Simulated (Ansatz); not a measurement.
The reference is LaBr3 in the ReO3 type structure (space group Pm-3m, No. 221; a hypothetical phase, not in the database extracts checked).

```xyz
4
Lattice="5.8029 0.0000 0.0000 0.0000 5.8029 0.0000 0.0000 0.0000 5.8029" Properties=species:S:1:pos:R:3 pbc="T T T"
La     0.0000     0.0000     0.0000
Br     2.9015     0.0000     0.0000
Br     0.0000     0.0000     2.9015
Br     0.0000     2.9015     0.0000
```

Cartesian axes are those of the cell as printed.

The values are results of PBEsol/PAW in Ansatz (a first-principles code), without spin-orbit coupling, not measurements.

For the base:

| Property | Value |
|---|---|
| Smallest direct gap | 3.59 eV |

The change: biaxial strain −0.60 %, plane normal [001], relaxed out of plane (Cartesian); in-plane vectors clamped, the third vector and the atoms free.

Estimate the effect on the out-of-plane strain.

The out-of-plane strain is +0.08 %.

Estimate the effect on the smallest direct gap.

The smallest direct gap increases by 0.05 eV, from 3.59 eV to 3.64 eV.

How does this affect the energy relative to the base?

The energy rises by 0.9 meV/atom.

Whether these cells are dynamically stable was not tested.
